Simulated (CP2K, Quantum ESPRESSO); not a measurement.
## Equation of state of rock-salt BaS (space group 225): energy against volume (CP2K, PBE)

```
BaS
1.0
    4.43807     0.00000     0.00000
    2.21903     3.84348     0.00000
    2.21903     1.28116     3.62367
Ba S
1 1
Cartesian
  0.00000   0.00000   0.00000
  4.43807   2.56232   1.81184
```

Method of the run: PBE, GPW, DZVP-MOLOPT-PBE-GTH basis, GTH-PBE potentials (POTENTIAL_UZH) (CP2K). Settings: CUTOFF = 650 Ry; REL_CUTOFF = 50 Ry; SMEAR/METHOD = FERMI_DIRAC; ELECTRONIC_TEMPERATURE = 116.05 K; KPOINTS/SCHEME = MONKHORST-PACK 9 9 9; XC_FUNCTIONAL = PBE; Ba/BASIS_SET = DZVP-MOLOPT-PBE-GTH-q10; Ba/POTENTIAL = GTH-PBE-q10; S/BASIS_SET = DZVP-MOLOPT-PBE-GTH-q6; S/POTENTIAL = GTH-PBE-q6; METHOD = GPW; EPS_DEFAULT = 1e-10; NGRIDS = 5; SCF_GUESS = ATOMIC; EPS_SCF = 1e-07; MAX_SCF = 100. The cell above is the first row's. The rows scale it uniformly. In all rows fractional positions and the k mesh are held. E is the free energy at the stated smearing, counted from the lowest row.

| V (Å^3/atom) | E (meV/atom) |
|---|---|
| 30.906 | ? |
| 31.578 | 26.46 |
| 32.249 | 13.56 |
| 32.921 | 5.15 |
| 33.593 | 0.77 |
| 34.265 | 0.00 |
| 34.937 | 2.48 |
| 35.609 | 7.88 |
| 36.281 | 15.90 |

Task: Using the third-order Birch-Murnaghan form, a cubic in V^(-2/3), estimate the missing E at V = 30.906 from the other rows, showing the fit.

Result: With u = V^(-2/3) - 0.0955, the rows have u = 0.0045945, 0.0032012, 0.0018534, 0.0005508, -0.0007092, -0.0019286, -0.0031096, -0.0042540. Least squares gives E = 0.012 + 776.1·u + 1071622·u² + 2662421·u³. Residuals (row less fit): 0.003, -0.005, 0.002, 0.005, 0.000, -0.002, -0.001, 0.002; standard error 0.004 (degrees of freedom: 4). Its minimum lies at u = -0.0003626, so V0 = (0.0951374)^(-3/2) = 34.08. There d²E/du² = 2137000 and d³E/du³ = 1.597e7, so B0 = (4/9) × 34.08^(-7/3) × 2137000 × 0.160218 = 40.4 GPa (the last factor turns the table's units into GPa), and B0' = 4 + (2/3) × 0.0951374 × (1.597e7)/2137000 = 4.5. The program's pressures in the fitted runs (not shown) pass through zero at V = 34.08, 0.00 % from this V0. At the withheld row, u = 0.0060402, so E = 0.012 + 776.1 × 0.0060402 + 1071622 × 0.0060402² + 2662421 × 0.0060402³ = 44.384 meV/atom. The calculation gives 44.38 meV/atom, which the fit meets to the printed digits. The row lies outside the fitted rows, so this is an extrapolation. From the scatter of the fitted rows alone, a prediction at this place has a standard error of 0.013 meV/atom, so the miss is 0.3 times that.

Carrying the step between the two nearest rows on in a straight line would have given 39.38, off by 5.00; series whose last step already gives the withheld value aren't shown. The scan was laid around a cell of about the measured size, scaled by a guess for this functional. The runs keep the symmetry of the cell, so they don't test it for distortions. A plane-wave scan with the same functional (Quantum ESPRESSO, GBRV) gives V0 = 33.39 Å^3/atom and B0 = 41.7 GPa; a Birch-Murnaghan fit to all rows here lies 2.1 % from it in V0 and -3 % in B0; the two differ in basis, and may differ in potentials and mesh. Values carry the incompleteness of an atom-centred basis. Spin-orbit coupling is off. Cutoffs and mesh are single choices, not tested for convergence of this quantity. Series with a scatter that would blur these digits, or in which a gap closes, are not shown. Nor are scans whose minimum lies at an end fitted in this form.
